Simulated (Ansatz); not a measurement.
The parent structure is TiAl₃ (space group I4/mmm, No. 139; a = 3.848 Å, c = 8.613 Å; relaxed with 0.1 eV smearing). Axes: x, y, z lie along a, b, c of the conventional cell.

Computed with PBE/PAW in Ansatz (a first-principles code), scalar-relativistic without spin-orbit coupling.

The change: the cell is stretched by 4.50 % along z with no lateral relaxation, atoms relaxed at fixed cell.

Q: Predict the stress tensor and what it implies for the stiffness.

A: Stress of the strained cell less that of the base (GPa, compression positive):
```
   -1.6     0.0     0.0
    0.0    -1.6     0.0
    0.0     0.0    -8.5
```

Then −Δσ_ii/ε with ε = 0.0450 gives secant stiffness values (nonlinear terms included at this strain): C33 ≈ 190 GPa, C13 ≈ 36 GPa and C23 ≈ 36 GPa.

As a check, the harmonic strain energy −½ V₀ Δσ:ε is 19 meV/atom; the computed energy rise is 20 meV/atom.

Stability against distortions was not tested. The final runs are not spin-polarised.
